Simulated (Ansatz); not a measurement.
# Effect of Hf → Ta on HfN

Take HfN in the rock salt structure (space group Fm-3m, No. 225; a = 4.525 Å) as the base.

It is then changed as follows: full substitution Hf → Ta; the structure is relaxed again.

Computed with DFT with r2SCAN, PAW potentials and a 500 eV plane-wave cutoff in Ansatz (a program for electronic structure), no spin-orbit coupling. k-mesh 18×18×18 (Γ-centred); smearing 0.05 eV (Fermi–Dirac).

The volume per atom shrinks by 0.964 Å³ (11.59 Å³ → 10.62 Å³) and the lattice parameter a decreases by 0.129 Å to 4.396 Å. The space group is still Fm-3m (No. 225) and the band gap is still zero.

Cost of the whole job for the changed cell (relaxation, final SCF and bands): roughly 50 core-seconds.

Stability against distortions was not tested. The final runs are not spin-polarised. An odd electron count without spin: HfN. This is not the structure that TaN has at room temperature and ambient pressure.
